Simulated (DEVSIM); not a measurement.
System: Ru/AlN/p-Ge capacitor, at 250 K.

| layer (left to right) | material | thickness (nm) | Na (cm⁻³) |
|---|---|---|---|
| 1 | AlN | 6.70 | - |
| 2 | Ge | 3300 | 3.2e16 |

Metal gate on the left, work function 4.7 eV. Fixed charge at the semiconductor interface 1.2e11 cm⁻² (in units of +e); interface traps 1e12 cm⁻² eV⁻¹, uniform in energy, neutral level at 0.3 of the gap above the valence band.

This is a model device: material constants are rounded textbook-type values typed into the input, and sizes, dopings and lifetimes were drawn at random. Values at 300 K; Nc and Nv go as T^1.5, mobilities as T to minus their exponent, the gap by Varshni's rule with the affinity fixed.

| parameter | AlN | Ge |
|---|---|---|
| gap (eV) | 6.1 | 0.664 |
| affinity (eV) | 1.9 | 4 |
| permittivity | 8.5 | 16 |
| Nc (cm⁻³) | - | 1.04e19 |
| Nv (cm⁻³) | - | 6e18 |
| Varshni α (eV/K) | - | 0.000477 |
| Varshni β (K) | - | 235 |

Simulated with DEVSIM: 1D Poisson equation in equilibrium, Boltzmann statistics, complete ionisation; no quantum confinement or tunnelling. Metal contacts follow the ideal Schottky-Mott rule: no Fermi-level pinning, no interface dipoles.

Question: Tabulate band edges, carrier densities and field at 0.45 V on the gate.

Answer: Energies count from the Fermi level of the right contact; mesh points crowd at the junctions.

```json
[
 {"x (μm)": "0.000", "Ec (eV)": "2.350", "Ev (eV)": "-3.750", "n (cm⁻³)": "< 1e2", "p (cm⁻³)": "< 1e2", "field (V/cm)": "89000"},
 {"x (μm)": "0.001183", "Ec (eV)": "2.361", "Ev (eV)": "-3.739", "n (cm⁻³)": "< 1e2", "p (cm⁻³)": "< 1e2", "field (V/cm)": "89000"},
 {"x (μm)": "0.003140", "Ec (eV)": "2.378", "Ev (eV)": "-3.722", "n (cm⁻³)": "< 1e2", "p (cm⁻³)": "< 1e2", "field (V/cm)": "89000"},
 {"x (μm)": "0.005251", "Ec (eV)": "2.397", "Ev (eV)": "-3.703", "n (cm⁻³)": "< 1e2", "p (cm⁻³)": "< 1e2", "field (V/cm)": "89000"},
 {"x (μm)": "0.006824", "Ec (eV)": "0.310", "Ev (eV)": "-0.372", "n (cm⁻³)": "4.4e12", "p (cm⁻³)": "1.4e11", "field (V/cm)": "42000"},
 {"x (μm)": "0.008340", "Ec (eV)": "0.317", "Ev (eV)": "-0.366", "n (cm⁻³)": "3.3e12", "p (cm⁻³)": "1.9e11", "field (V/cm)": "41000"},
 {"x (μm)": "0.01164", "Ec (eV)": "0.330", "Ev (eV)": "-0.353", "n (cm⁻³)": "1.7e12", "p (cm⁻³)": "3.6e11", "field (V/cm)": "40000"},
 {"x (μm)": "0.02241", "Ec (eV)": "0.371", "Ev (eV)": "-0.311", "n (cm⁻³)": "2.6e11", "p (cm⁻³)": "2.4e12", "field (V/cm)": "36000"},
 {"x (μm)": "0.04231", "Ec (eV)": "0.437", "Ev (eV)": "-0.246", "n (cm⁻³)": "1.2e10", "p (cm⁻³)": "5.0e13", "field (V/cm)": "29000"},
 {"x (μm)": "0.08568", "Ec (eV)": "0.530", "Ev (eV)": "-0.153", "n (cm⁻³)": "1.7e8", "p (cm⁻³)": "3.8e15", "field (V/cm)": "14000"},
 {"x (μm)": "0.1802", "Ec (eV)": "0.575", "Ev (eV)": "-0.108", "n (cm⁻³)": "2.1e7", "p (cm⁻³)": "3.0e16", "field (V/cm)": "550"},
 {"x (μm)": "0.4882", "Ec (eV)": "0.576", "Ev (eV)": "-0.107", "n (cm⁻³)": "1.9e7", "p (cm⁻³)": "3.2e16", "field (V/cm)": "≈ 0"},
 {"x (μm)": "1.058", "Ec (eV)": "0.576", "Ev (eV)": "-0.107", "n (cm⁻³)": "1.9e7", "p (cm⁻³)": "3.2e16", "field (V/cm)": "≈ 0"},
 {"x (μm)": "2.091", "Ec (eV)": "0.576", "Ev (eV)": "-0.107", "n (cm⁻³)": "1.9e7", "p (cm⁻³)": "3.2e16", "field (V/cm)": "≈ 0"},
 {"x (μm)": "2.882", "Ec (eV)": "0.576", "Ev (eV)": "-0.107", "n (cm⁻³)": "1.9e7", "p (cm⁻³)": "3.2e16", "field (V/cm)": "≈ 0"},
 {"x (μm)": "3.112", "Ec (eV)": "0.576", "Ev (eV)": "-0.107", "n (cm⁻³)": "1.9e7", "p (cm⁻³)": "3.2e16", "field (V/cm)": "≈ 0"},
 {"x (μm)": "3.215", "Ec (eV)": "0.576", "Ev (eV)": "-0.107", "n (cm⁻³)": "1.9e7", "p (cm⁻³)": "3.2e16", "field (V/cm)": "≈ 0"},
 {"x (μm)": "3.265", "Ec (eV)": "0.576", "Ev (eV)": "-0.107", "n (cm⁻³)": "1.9e7", "p (cm⁻³)": "3.2e16", "field (V/cm)": "≈ 0"},
 {"x (μm)": "3.293", "Ec (eV)": "0.576", "Ev (eV)": "-0.107", "n (cm⁻³)": "1.9e7", "p (cm⁻³)": "3.2e16", "field (V/cm)": "≈ 0"},
 {"x (μm)": "3.301", "Ec (eV)": "0.576", "Ev (eV)": "-0.107", "n (cm⁻³)": "1.9e7", "p (cm⁻³)": "3.2e16", "field (V/cm)": "≈ 0"},
 {"x (μm)": "3.305", "Ec (eV)": "0.576", "Ev (eV)": "-0.107", "n (cm⁻³)": "1.9e7", "p (cm⁻³)": "3.2e16", "field (V/cm)": "≈ 0"},
 {"x (μm)": "3.307", "Ec (eV)": "0.576", "Ev (eV)": "-0.107", "n (cm⁻³)": "1.9e7", "p (cm⁻³)": "3.2e16", "field (V/cm)": "≈ 0"}
]
```
